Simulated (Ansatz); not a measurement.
The reference is ZnCu2SnS4 (space group I-4, No. 82).

```
CELL_PARAMETERS angstrom
     -2.70703     2.70703     5.41081
      2.70703    -2.70703     5.41081
      2.70703     2.70703    -5.41081
ATOMIC_POSITIONS crystal
  Cu 0.00000 0.00000 0.00000
  Cu 0.75000 0.25000 0.50000
  Zn 0.25000 0.75000 0.50000
  Sn 0.50000 0.50000 0.00000
  S  0.63521 0.62870 0.52216
  S  0.10654 0.11306 0.47784
  S  0.37130 0.89346 0.00652
  S  0.88694 0.36479 0.99348
```

Cartesian axes are those of the cell as printed.

The values are results of Kohn–Sham DFT with the r2SCAN functional, run in Ansatz (a quantum-chemistry and plane-wave program) with PAW and 500 eV plane waves, no spin-orbit coupling, not measurements.

Base values:

The pressure comes out as 0.00 GPa and the band gap is 0.47 eV.

It is then changed as follows: biaxial strain +4.26 %, plane normal [001], relaxed out of plane (Cartesian); in-plane vectors clamped, the third vector and the atoms free.

Question: How does this affect the pressure and band gap?

Answer: The pressure (mean of the normal stresses, compression positive) goes from zero to -2.17 GPa; the band gap shrinks by 0.17 eV (0.47 eV → 0.30 eV).

Stability against distortions was not tested. The final runs are not spin-polarised.
